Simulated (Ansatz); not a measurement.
**KTaO3: pressure series**

Base system: KTaO3 in the cubic perovskite structure (space group Pm-3m, No. 221; a = 4.024 Å).

Cell and atoms are relaxed at each pressure.

The values are results of PBE (Ansatz, a quantum-chemistry and plane-wave program; PAW; 420 eV plane waves; no SOC), not measurements.

Candidates:
(a) pressure −1 GPa
(b) pressure 7 GPa
(c) pressure 75 GPa
(d) pressure 100 GPa

Base values:

The band gap comes out as 2.16 eV.

### Question
Order them by band gap, lowest first.

### Answer
(a) pressure −1 GPa (2.15 eV), (b) pressure 7 GPa (2.24 eV), (c) pressure 75 GPa (2.64 eV), (d) pressure 100 GPa (2.71 eV)

Spin-orbit coupling, missing from the scalar runs, can matter with Ta. Load acts through the strain it causes; cell and atoms are relaxed under it. Stability against distortions was not tested. No other phases were tried under pressure.
